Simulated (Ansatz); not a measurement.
Tunnelling through a barrier is set by its complex band structure: the current falls as exp(−2κd) with the smallest κ.

Here is the system:

```
AgBr
1.0
    4.09015     0.00000     0.00000
    0.00000     4.09015     0.00000
    2.04507    -2.04507     2.89217
Ag Br
1 1
Direct
  0.00000   0.00000   0.00000
  0.50000   0.50000   0.00000
```

Space group of this cell: Fm-3m, rock salt. The cell is taken as given; by PBEsol its mean pressure is -2.6 GPa.

Transport runs along the normal of the first two printed cell vectors, the (001) plane of the conventional cell.

The gap is the functional's own. No spin-orbit coupling. Mid-gap values are interpolated on the energy grid.

**Question.** Predict the band gap and the smallest decay constant κ at mid-gap from PBEsol (Ansatz, a program for electronic structure).

**Answer.** Gap 0.51 eV on a 10×10×10 mesh; κ = 0.107 1/Å, at the zone centre.
